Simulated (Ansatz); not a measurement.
# Mo, pressure series

Consider Mo in the bcc (W type) structure (space group Im-3m, No. 229; a = 3.161 Å).

Cell and atoms are relaxed at each pressure.

Calculations: PBE (Ansatz, a first-principles code), no SOC, earlier PAW set.

Notes on the quantities. enthalpy: H = E + PV relative to the base's energy.

```tsv
case	enthalpy	volume per atom
base	–	15.79 Å³
pressure −2 GPa	-0.20 eV/atom	15.91 Å³
pressure −1 GPa	-0.10 eV/atom	15.85 Å³
pressure 3 GPa	+0.29 eV/atom	15.61 Å³
pressure 7 GPa	+0.68 eV/atom	15.39 Å³
pressure 15 GPa	+1.44 eV/atom	14.99 Å³
pressure 30 GPa	+2.81 eV/atom	14.36 Å³
pressure 50 GPa	+4.56 eV/atom	13.69 Å³
pressure 75 GPa	+6.64 eV/atom	13.01 Å³
pressure 100 GPa	+8.63 eV/atom	12.46 Å³
```

Load acts through the strain it causes; cell and atoms are relaxed under it. Stability against distortions was not tested. No other phases were tried under pressure. The final runs are not spin-polarised.
